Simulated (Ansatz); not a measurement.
Results of r²SCAN0 (Ansatz, a first-principles code, PAW) for CsGeI₃ (within 0.1 Å of R3m, No. 160, 5 atoms in the cell; start mp-28377).

Numerical settings: plane-wave cutoff 520 eV, 4×4×4 k mesh, Fermi–Dirac smearing 0.01 eV, scalar-relativistic PAW data made under PBE.

Cell (relaxed with PBEsol):

```
CsGeI3
1.0
    4.18998    -4.12978     0.06704
    4.18998     4.12978     0.06704
   -0.21786     0.00000     5.88080
Cs Ge I
1 1 3
Cartesian
  7.48914   0.00000   3.60868
  3.17599   0.00000   0.76105
  3.31903   0.00000   3.54082
  5.51632  -2.05795   0.62276
  5.51632   2.05795   0.62276
```

**Question.** What does this level give for the band gap and Γ–Γ gap?

**Answer.** 
band gap: 1.58 eV
Γ–Γ gap: 6.63 eV

Note: cell and atoms aren't relaxed at this level (largest force component 0.29 eV/Å, pressure 1.0 GPa).

Spin–orbit coupling is not included; with these elements it can move the gap by several tenths of an eV or more.

Computed values are for the static lattice.

A start named mp-… is a Materials Project structure, which need not be a measured phase.
